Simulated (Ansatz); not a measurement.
Seebeck coefficient (μV/K, mean over directions) of n-type CuCl (F-43m) against carrier density, PBEsol, rigid bands (Ansatz, a quantum-chemistry and plane-wave program). Computed gap 0.56 eV; densities at which minority carriers matter at this gap, or further valleys turn the trend, are left out. Conductivity mass 0.23 mₑ (harmonic mean over directions), N_c = 2.6e18 cm⁻³ at 300 K.

```
electron density       300 K       500 K
----------------  ----------  ----------
1e18 cm⁻³               -298        -368
3e18 cm⁻³               -210        -276
1e19 cm⁻³               -126        -183
3e19 cm⁻³                -71  (withheld)
1e20 cm⁻³                -37         -62
3e20 cm⁻³         (withheld)         -36
1e21 cm⁻³                -12         -20
```

Q: Some entries are withheld; supply them.

A: 
- 3e19 cm⁻³, 500 K: -113
- 3e20 cm⁻³, 300 K: -21

Rigid bands with a gap fixed in temperature, one relaxation time for all states, no polarons or phonon drag, and whether or not such doping can be reached. Spin-orbit coupling is left out.
